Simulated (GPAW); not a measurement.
## Input and output of a self-consistent single point for NaF (Fm-3m, 2 atoms in the cell) (GPAW)

Method of the run: PBE, GPAW PAW datasets PBE (gpaw-data 1.0.1) (plane waves; GPAW).

Input as run:

```python
from ase import Atoms
from ase.units import GPa
from gpaw import GPAW

atoms = Atoms(['Na', 'F'],
              cell=[[0.000000, 2.267379, 2.267379],
                    [2.267379, 0.000000, 2.267379],
                    [2.267379, 2.267379, 0.000000]],
              scaled_positions=[[0.000000, 0.000000, 0.000000],
                                [0.500000, 0.500000, 0.500000]],
              pbc=True)

calc = GPAW(mode={'name': 'pw', 'ecut': 950},
            xc='PBE',
            kpts={'size': (10, 10, 10), 'gamma': True},
            occupations={'name': 'fermi-dirac', 'width': 0.0},
            nbands=-6,
            convergence={'forces': 0.001, 'bands': -4},
            symmetry={'symmorphic': False, 'tolerance': 0.0005},
            maxiter=120,
            txt='-')

atoms.calc = calc

energy = atoms.get_potential_energy()
print('Energy (eV):', round(energy, 6))
forces = atoms.get_forces()
print('Forces (eV/Ang):')
print(forces.round(5))
stress = atoms.get_stress()
print('Stress (GPa, Voigt):', (stress / GPa).round(4))
```

Log, with long lists cut:

```
Input parameters:
  convergence: {bands: -4,
                forces: 0.001}
  kpts: {gamma: True,
         size: (10, 10, 10)}
  maxiter: 120
  mode: {ecut: 950,
         name: pw}
  nbands: -6
  occupations: {name: fermi-dirac,
                width: 0.0}
  symmetry: {symmorphic: False,
             tolerance: 0.0005}
  xc: PBE

species:
  Na:
    name: Sodium
    Z: 11.0
    valence: 7
    core: 4
    charge: 0.0
    file: Na.PBE.gz

    # Using partial waves for Na as LCAO basis

  F:
    name: Fluorine
    Z: 9.0
    valence: 7
    core: 2
    charge: 0.0
    file: F.PBE.gz

    # Using partial waves for F as LCAO basis

Reference energy: -7132.691283  # eV

Spin-paired calculation

Convergence criteria:
 Maximum [total energy] change in last 3 cyles: 0.0005 eV / valence electron
 Maximum integral of absolute [dens]ity change: 0.0001 electrons / valence electron
 Maximum integral of absolute [eigenst]ate change: 4e-08 eV^2 / valence electron
 Maximum change in the atomic [forces] across last 2 cycles: 0.001 eV/Ang OR
Maximum error relative to the maximum force is below inf
 Maximum number of scf [iter]ations: 120

Symmetries present (total): 48
Symmetries with fractional translations: 0
1000 k-points: 10 x 10 x 10 Monkhorst-Pack grid + [1/20,1/20,1/20]
47 k-points in the irreducible part of the Brillouin zone
       k-points in crystal coordinates                weights
   0:     0.00000000    0.00000000    0.00000000          1/1000
   1:     0.10000000    0.10000000    0.00000000          6/1000
   2:     0.10000000    0.10000000    0.10000000          8/1000
   [... 7 lines left out ...]
          ...
  46:     0.50000000    0.50000000    0.50000000          4/1000

Wave functions: Plane wave expansion
  Cutoff energy: 950.000 eV
  Number of coefficients (min, max): 1471, 1572
  Pulay-stress correction: 0.000000 eV/Ang^3 (de/decut=0.000000)

Occupation numbers: # Zero width

Eigensolver

Densities:
  Coarse grid: 24*24*24 grid
  Fine grid: 48*48*48 grid
  Total Charge: 0.000000

Density mixing:
  Method: separate
  Backend: pulay
  Linear mixing parameter: 0.05
  old densities: 5
  Damping of long wavelength oscillations: 50

Hamiltonian:
  XC and Coulomb potentials evaluated on a 48*48*48 grid
  External potential:
    NoExternalPotential

XC parameters: PBE with 2 nearest neighbor stencil

Number of atoms: 2
Number of atomic orbitals: 11
Number of bands in calculation: 13
Number of valence electrons: 14
Bands to converge: 9

Density initialized from atomic densities
  11 bands from LCAO basis set
  2 bands from random numbers

Atomic positions and initial magnetic moments

Positions:
   0 Na     0.000000    0.000000    0.000000    ( 0.0000,  0.0000,  0.0000)
   1 F      2.267379    2.267379    2.267379    ( 0.0000,  0.0000,  0.0000)

Unit cell:
           periodic     x           y           z      points  spacing
  1. axis:    yes    0.000000    2.267379    2.267379    24     0.1091
  2. axis:    yes    2.267379    0.000000    2.267379    24     0.1091
  3. axis:    yes    2.267379    2.267379    0.000000    24     0.1091

  Lengths:   3.206558   3.206558   3.206558
  Angles:   60.000000  60.000000  60.000000

Effective grid spacing dv^(1/3) = 0.1190

     iter     time        total  log10-change:
                         energy   eigst   dens  force
iter:   1 --:--:--    -9.002239   +1.00
iter:   2 --:--:--    -8.881444   -0.06  -1.24
iter:   3 --:--:--    -8.551961   -0.85  -1.28
iter:   4 --:--:--    -8.546700   -1.79  -1.49
iter:   5 --:--:--    -8.547381c  -2.33  -1.79
iter:   6 --:--:--    -8.560579   -1.98  -2.70
iter:   7 --:--:--    -8.547163   -2.44  -2.11
iter:   8 --:--:--    -8.546917   -3.16  -2.88
iter:   9 --:--:--    -8.546842c  -4.11  -3.26
iter:  10 --:--:--    -8.546815c  -5.45  -3.40
iter:  11 --:--:--    -8.546814c  -5.93  -4.03c
iter:  12 --:--:--    -8.546814c  -6.87  -4.74c
iter:  13 --:--:--    -8.546814c  -7.08  -4.45c
iter:  14 --:--:--    -8.546815c  -6.18  -4.90c
iter:  15 --:--:--    -8.546814c  -6.33  -4.15c
iter:  16 --:--:--    -8.546814c  -9.09c -5.22c
iter:  17 --:--:--    -8.546814c  -8.91c -5.26c -23.98c

Converged after 17 iterations.

Dipole moment: (-0.000000, -0.000000, -0.000000) |e|*Ang

Energy contributions relative to reference atoms: (reference = -7132.691283)

Kinetic:        +13.846111
Potential:      -12.453619
External:        +0.000000
XC:              -9.903060
Entropy (-ST):   +0.000000
Local:           -0.036245
SIC:             +0.000000
--------------------------
Free energy:     -8.546814
Extrapolated:    -8.546814

Showing only first 2 kpts
 Kpt  Band  Eigenvalues  Occupancy
  0     5     -1.41510    2.00000
  0     6     -1.41510    2.00000
  0     7      5.28286    0.00000
  0     8     18.07697    0.00000

  1     5     -1.46205    2.00000
  1     6     -1.46205    2.00000
  1     7      5.77640    0.00000
  1     8     16.57446    0.00000

Fermi level: 1.93388

Gap: 6.698 eV
Transition (v -> c):
  (s=0, k=0, n=6, [0.00, 0.00, 0.00]) -> (s=0, k=0, n=7, [0.00, 0.00, 0.00])
No difference between direct/indirect transitions
Energy (eV): -8.546814

Forces in eV/Ang:
  0 Na    0.00000    0.00000    0.00000
  1 F    -0.00000    0.00000   -0.00000

Stress tensor:
    -0.032289     0.000000     0.000000
     0.000000    -0.032289     0.000000
     0.000000     0.000000    -0.032289
Stress (GPa, Voigt): [-5.1732 -5.1732 -5.1732  0.      0.      0.    ]
```

The run converged in 17 iterations. GPAW prints stress with tension positive.

At such cutoffs GPAW's stress carries a finite-basis (Pulay) error, which enters relaxed cells too; its log prints stress with tension positive.

The starting cell comes from a database of computed structures (which also holds hypothetical and non-ambient phases and stackings), without a prior relaxation at this level. Its lattice was rescaled by a random factor within 2.5 % of one.
